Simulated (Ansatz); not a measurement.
Ansatz (an electronic-structure program) run on K3Pd (Pm-3m, 4 atoms in the cell): zone-centre phonon calculation.

Method of the run: LDA (PW92), default PAW files made with PBE (plane waves; Ansatz).

```xyz
4
Lattice="5.4178 0.0000 0.0000 0.0000 5.4178 0.0000 0.0000 0.0000 5.4178" Properties=species:S:1:pos:R:3 pbc="T T T"
K      2.7089     2.7089     0.0000
K      0.0000     2.7089     2.7089
K      2.7089     0.0000     2.7089
Pd     0.0000     0.0000     0.0000
```

Reference input (self-consistent single point, DFT, LDA (PW92), plane waves, default PAW files made with PBE): basis.ecutwfc = 420 eV; kpoints.mp_grid.grid = 6 6 6; hamiltonian.xc = lda; hamiltonian.pseudopotentials = {kind: paw} (the program's default PAW files); scf.occupations.method = fermi_dirac; scf.occupations.width = 0.1 eV. This run's input differs from it in these lines:

Ansatz 0.2 input:
```diff
@@ -11,3 +11,3 @@
 basis:
-  ecutwfc: 420.0
+  ecutwfc: 355.0
 kpoints:
@@ -23,6 +23,4 @@
     width: 0.1
-output:
-  forces: true
-  eigenvalues: true
-  stress: true
+phonons:
+  method: dfpt
```

The program printed (abridged):

```
SCF iter   1: F=—  HF=-11332.168624 eV  |F-HF|=—  |Δ(HF+E_count)|=         —  Δρ=4.10e-3  dr2=2.11e-2  ethr=1.77e-3  ⟨swp⟩=6.1  Hψ=7322  notcnv=0
all-band conjugate gradients solve this SCF's bands
preconditioner: auto → Kerker (q_TF=auto, 2.211 Å⁻¹)
SCF iter   2: F=—  HF=-11332.166443 eV  |F-HF|=—  |Δ(HF+E_count)|=   2.18e-3  Δρ=2.33e-3  dr2=9.05e-3  ethr=4.69e-5  ⟨swp⟩=1.1  Hψ=2247  notcnv=0
   [... lines left out ...]
SCF iter   8: F=—  HF=-11332.164246 eV  |F-HF|=—  |Δ(HF+E_count)|=   7.69e-8  Δρ=2.86e-6  dr2=1.60e-8  ethr=4.91e-10  ⟨swp⟩=2.0  Hψ=2155  notcnv=0
SCF iter   9: F=—  HF=-11332.164246 eV  |F-HF|=—  |Δ(HF+E_count)|=   6.40e-9  Δρ=6.64e-7  dr2=1.06e-9  ethr=3.55e-11  ⟨swp⟩=2.0  Hψ=2188  notcnv=0
SCF iter  10: F=—  HF=-11332.164246 eV  |F-HF|=—  |Δ(HF+E_count)|=  3.22e-10  Δρ=1.89e-7  dr2=1.08e-10  ethr=2.35e-12  ⟨swp⟩=2.0  Hψ=2153  notcnv=0
SCF iter  11: F=-11332.164246 eV  HF=-11332.164246 eV  |F-HF|=0.00e0  |Δ(HF+E_count)|=  3.64e-12  Δρ=3.08e-8  dr2=1.61e-12  ethr=1.00e-12  ⟨swp⟩=4.0  Hψ=7556  notcnv=0
SCF 1 converged in 11 iterations: F = -11332.164246 eV  dr2 = 1.61e-12
DFPT response loops at Γ: preconditioner auto → Kerker (q_TF=auto, 2.211 Å⁻¹) (partly filled bands, converged f_vac=0.000) …
Free energy (F): -11332.164246 eV
Internal energy: -11332.090165 eV  (E = F + TS)
E sigma→0 (E₀):  -11332.127205 eV
Entropy (-TS):   -0.074081 eV (-18.520 meV/atom)
Fermi energy:    4.502043 eV
--- Phonons (Γ-DFPT): 3 representative perturbations + reference, on 64 of 216 k-points (Σ response iterations 9) ---
  k mesh reduced under 8 symmetry operations, with k and −k counted as one. Each operation leaves every solved displacement unchanged or reverses it
  ASR residual: 8.044e-5 → 0.000e0 eV/Å²; symmetrization residual: 1.149e-5 eV/Å²
  ASR residual per site (eV/Å²): 5.35e-5 5.35e-5 5.35e-5 8.04e-5
  Γ frequencies (cm⁻¹): -30.59 -30.59 -30.59 0.00 0.00 0.00 23.22 23.22 23.22 122.19 122.19 122.19
  non-analytic LO–TO correction: not included (Born effective charges unavailable; polar crystals: no LO–TO splitting at Γ)
```

The run converged in 11 iterations. 

Summary of the result:
- Free energy E − TS (on the zero of these files): -11332.1642 eV
- Fermi level (on the code's own zero): 4.50 eV
- Zone-centre frequencies (cm⁻¹; negative means imaginary): -31, -31, -31, 0, 0, 0, 23, 23, 23, 122, 122, 122

The starting cell comes from a database of computed structures (which also holds hypothetical and non-ambient phases and stackings), without a prior relaxation at this level. Its lattice was rescaled by up to half a per cent. Spin polarisation is off. The cutoff lies below the one recommended for these files.

Cost on one core of a shared machine: roughly 90 s.
